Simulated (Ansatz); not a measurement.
Consider Pd in the diamond structure (space group Fd-3m, No. 227; a = 5.809 Å; a hypothetical phase, not in the database extracts checked).

(Cell as relaxed with PBE.)

Levels (all Ansatz, a quantum-chemistry and plane-wave program, PAW): PBE (420 eV, no spin-orbit coupling); PBEsol (420 eV, no spin-orbit coupling).

Each level relaxes its own structure.

```json
[
 {"quantity": "volume per atom", "PBE": "24.51 Å³", "PBEsol": "22.97 Å³"},
 {"quantity": "lattice parameter a", "PBE": "5.809 Å", "PBEsol": "5.685 Å"},
 {"quantity": "band gap", "PBE": "zero", "PBEsol": "zero"}
]
```

PBE's volume per atom lies 1.54 Å³ above PBEsol's (6.7 %); PBE's lattice parameter a lies 0.124 Å above PBEsol's (2.2 %); the two agree on the band gap. Neither level is exact; PBEsol is the comparison here, not a measurement.

Whether these cells are dynamically stable was not tested. The final runs are not spin-polarised. Pd has a high density of states at the Fermi level and may be magnetic at this level.
